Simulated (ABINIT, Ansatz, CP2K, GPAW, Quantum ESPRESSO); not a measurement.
One structure in several programs: YAlSi (P1, 6 atoms in the cell)

Self-consistent single point, at a second geometry (atoms moved at random). First geometry:

```yaml
crystal:
  lattice:
    - [1.99012, -5.16931, 0.00000]
    - [1.99012, 5.16931, 0.00000]
    - [0.00000, 0.00000, 5.70503]
  atoms:
    - { symbol: Y, position: [0.30520, 0.69480, 0.25000] }
    - { symbol: Y, position: [0.69480, 0.30520, 0.75000] }
    - { symbol: Al, position: [0.00000, 0.00000, 0.50000] }
    - { symbol: Al, position: [0.00000, 0.00000, 0.00000] }
    - { symbol: Si, position: [0.40169, 0.59831, 0.75000] }
    - { symbol: Si, position: [0.59831, 0.40169, 0.25000] }
```

Second geometry:
```
CELL_PARAMETERS angstrom
      1.99012    -5.16931     0.00000
      1.99012     5.16931     0.00000
      0.00000     0.00000     5.70503
ATOMIC_POSITIONS crystal
  Y  0.30615 0.69669 0.24738
  Y  0.69009 0.30297 0.73752
  Al 0.98979 0.98775 0.50384
  Al 0.00225 0.01127 0.00705
  Si 0.42215 0.61841 0.74870
  Si 0.58957 0.38290 0.25550
```

Shared settings, as Ansatz (a program for electronic structure) writes them: kpoints.mp_grid.grid = 6 6 4; scf.occupations.method = fermi_dirac; scf.occupations.width = 0.0073 Ry. Potentials and cutoffs stand in the table.

| code | model | ΔF from the first geometry (meV/atom) | pressure (GPa) | largest force (eV/Å) | cutoff |
|---|---|---|---|---|---|
| GPAW | PBEsol, GPAW PAW datasets PBEsol (made by gpaw-setup) | 17.3 | -1.53 | 0.817 | 550 eV |
| Quantum ESPRESSO | PBEsol, PSlibrary PAW (PBE) pseudopotentials | 17.4 | -1.54 | 0.812 | 50 Ry |
| Ansatz | PBEsol, default PAW files made with PBE | 17.4 | -1.54 | 0.808 | default |
| ABINIT | PBEsol, norm-conserving pseudopotentials (PseudoDojo nc-sr-04 PBEsol standard) | 17.5 | -1.60 | 0.811 | 36 Ha |
| CP2K | PBEsol, GPW, DZVP-MOLOPT-SR-GTH basis, GTH-PBE potentials (GTH_POTENTIALS) | 17.3 | -0.58 | 0.845 | grid 500 Ry |

Size of the force on each atom (eV/Å): Sizes of forces hide their directions.

```
code                 Y1     Y2    Al3    Al4    Si5    Si6
----------------  -----  -----  -----  -----  -----  -----
GPAW              0.228  0.724  0.414  0.327  0.817  0.679
Quantum ESPRESSO  0.230  0.727  0.413  0.328  0.812  0.687
Ansatz            0.230  0.725  0.411  0.327  0.808  0.684
ABINIT            0.232  0.726  0.414  0.330  0.811  0.688
CP2K              0.231  0.747  0.422  0.329  0.845  0.679
```

The spread over the programs that give each value: ΔF from the first geometry within 0.2 meV/atom; pressure within 1.02 GPa; largest force within 0.037 eV/Å.

CP2K uses small atom-centred bases, whose incompleteness enters pressures, forces and empty levels differently from a plane-wave cutoff. Ansatz's pressure is given at a fixed set of plane waves, as the other plane-wave codes print theirs.

The starting cell comes from a database of computed structures (which also holds hypothetical and non-ambient phases and stackings), without a prior relaxation at this level. For this run, on top of that: atoms moved at random.

Keys are those of Ansatz 0.2.
